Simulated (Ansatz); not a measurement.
Given:

End structure of a constructed model of the (100) surface of fcc Pt, a pseudomorphic layer of Ru in the host's stacking (bottom of the slab: a bare face, its two planes held):

```
CELL_PARAMETERS angstrom
      2.80721     0.00000     0.00000
      0.00000     2.80721     0.00000
      0.00000     0.00000    28.50000
ATOMIC_POSITIONS crystal
  Pt 0.50000 0.50000 0.28783
  Pt 0.00000 0.00000 0.35748
  Pt 0.50000 0.50000 0.42650
  Pt 0.00000 0.00000 0.49606
  Pt 0.50000 0.50000 0.56648
  Pt 0.00000 0.00000 0.63778
  Ru 0.50000 0.50000 0.69994
```

Model: 7-atom slab, 12.1 Å thick at the start, 13x13x1 mesh, Fermi-Dirac 0.1 eV, dipole correction, 2 atoms held, the rest relaxed; held to the start's symmetry, so lower structures may exist; no spin, no spin-orbit, no U. It is one candidate, not shown to be the stable structure of the face.

Q: Predict the work function of the top face from Ansatz (a program for electronic structure) with PBE.

A: 5.13 eV
